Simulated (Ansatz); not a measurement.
ZnS (model structure, started from the MnP type, P6₃/mmc, No. 194, 8 atoms in the cell), treated with PBEsol in Ansatz (PAW).

Numerical settings: plane-wave cutoff 500 eV, 8×12×8 k mesh (along the axes of the cell as run), Fermi–Dirac smearing 0.05 eV, scalar-relativistic PAW data made under PBE.

Cell (relaxed at this level):

```cif
data_S4Zn4
_chemical_formula_sum 'Zn4 S4'
_space_group_name_H-M_alt 'P 1'
_space_group_IT_number 1
_cell_length_a 5.81665
_cell_length_b 3.56470
_cell_length_c 6.17434
_cell_angle_alpha 90.000
_cell_angle_beta 90.000
_cell_angle_gamma 90.000
loop_
_space_group_symop_operation_xyz
  'x, y, z'
loop_
_atom_site_label
_atom_site_type_symbol
_atom_site_fract_x
_atom_site_fract_y
_atom_site_fract_z
_atom_site_occupancy
Zn1 Zn 0.50002 0.25000 0.75000 1
Zn2 Zn 0.00002 0.25000 0.75000 1
Zn3 Zn 0.49998 0.75000 0.25000 1
Zn4 Zn 0.99998 0.75000 0.25000 1
S1 S 0.75000 0.25000 0.08333 1
S2 S 0.25000 0.25000 0.41667 1
S3 S 0.25000 0.75000 0.91667 1
S4 S 0.75000 0.75000 0.58333 1
```

Problem. Give the computed band gap.

Solution. 
* **band gap**: 0.28 eV (on the SCF k mesh)

Note: the relaxation could raise the start's symmetry but not lower it, so the cell can be a saddle point.

The computed numbers hold no vibrational or temperature effects.

Cost on a shared machine: about 9 core-minutes (a rough figure).

A model structure was made by putting elements into a prototype or built by hand; it is no filed structure, need not be a known phase, and can be a saddle point held by its symmetry.

Ansatz is an electronic-structure program.
